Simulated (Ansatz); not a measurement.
Levels about the gap of amorphous alumina (Al54O81) (135 atoms in a cell of 1476 Å³, 3.10 g/cm³; zone centre alone, so wide bands show as single levels with stretches between that a denser mesh fills), at the geometry that PBE relaxed, where it gives 0.0 GPa on a denser mesh. Exact exchange is cut at the faces of this small cell, which leaves a finite-size error. The participation number counts the atoms over which a state spreads; weights are charges in smoothed Voronoi cells. The levels come from a single point, so bond lengths are those of that geometry. Method of the levels: HSE06, scalar-relativistic without spin-orbit coupling (Ansatz, a program for electronic structure). Sampling: the zone centre alone; Fermi-Dirac width 0.02 eV; no spin polarisation. At PBE the levels at the filled edge of the gap are localised (band-tail or defect states), and the nearest spread-out levels lie 3.9 eV apart at the zone centre.

It comes from a first-principles melt-quench run, relaxed afterwards. The hot cell started wider than the set density and was brought back towards it in steps. It is a model cell: composition and starting density were chosen by hand, and all elements were melted together. No dispersion term was used. Its density started from a set value of 3.21 and ended at 3.10 g/cm³. Cooling (nominally 2200 K/ps over its main leg) ran many orders faster than in experiment, which tends to leave more defects and strain. A cell of this size samples the disorder only roughly. Volume and shape were free in the relaxation.

```json
[
 {"E - E(highest filled), eV": "-0.52", "filling": "filled", "participation number": "13.6", "largest on": "O, 3 neighbours", "weight O": "0.95", "weight Al": "0.05"},
 {"E - E(highest filled), eV": "-0.49", "filling": "filled", "participation number": "7.4", "largest on": "O, 2 neighbours", "weight O": "0.95", "weight Al": "0.05"},
 {"E - E(highest filled), eV": "-0.42", "filling": "filled", "participation number": "10.4", "largest on": "O, 3 neighbours", "weight O": "0.95", "weight Al": "0.05"},
 {"E - E(highest filled), eV": "-0.41", "filling": "filled", "participation number": "8.4", "largest on": "O, 3 neighbours", "weight O": "0.95", "weight Al": "0.05"},
 {"E - E(highest filled), eV": "-0.35", "filling": "filled", "participation number": "7.2", "largest on": "O, 3 neighbours", "weight O": "0.95", "weight Al": "0.05"},
 {"E - E(highest filled), eV": "-0.29", "filling": "filled", "participation number": "4.9", "largest on": "O, 3 neighbours", "weight O": "0.95", "weight Al": "0.05"},
 {"E - E(highest filled), eV": "0.00", "filling": "filled", "participation number": "3.2", "largest on": "O, 3 neighbours", "weight O": "0.96", "weight Al": "0.04"},
 {"E - E(highest filled), eV": "4.96", "filling": "empty", "participation number": "117.1", "largest on": "Al, 4 neighbours", "weight O": "0.59", "weight Al": "0.41"},
 {"E - E(highest filled), eV": "6.50", "filling": "empty", "participation number": "35.8", "largest on": "Al, 4 neighbours", "weight O": "0.60", "weight Al": "0.40"},
 {"E - E(highest filled), eV": "6.76", "filling": "empty", "participation number": "69.0", "largest on": "Al, 4 neighbours", "weight O": "0.63", "weight Al": "0.37"},
 {"E - E(highest filled), eV": "6.89", "filling": "empty", "participation number": "61.0", "largest on": "Al, 4 neighbours", "weight O": "0.62", "weight Al": "0.38"},
 {"E - E(highest filled), eV": "7.02", "filling": "empty", "participation number": "52.6", "largest on": "Al, 4 neighbours", "weight O": "0.60", "weight Al": "0.40"},
 {"E - E(highest filled), eV": "7.11", "filling": "empty", "participation number": "76.1", "largest on": "Al, 5 neighbours", "weight O": "0.61", "weight Al": "0.39"},
 {"E - E(highest filled), eV": "7.23", "filling": "empty", "participation number": "60.0", "largest on": "Al, 4 neighbours", "weight O": "0.59", "weight Al": "0.41"}
]
```

Most localised among these is the filled level at +0.00 eV, on a O atom, which has 3 neighbours (Al 1.82 Å, Al 1.84 Å, Al 1.94 Å).
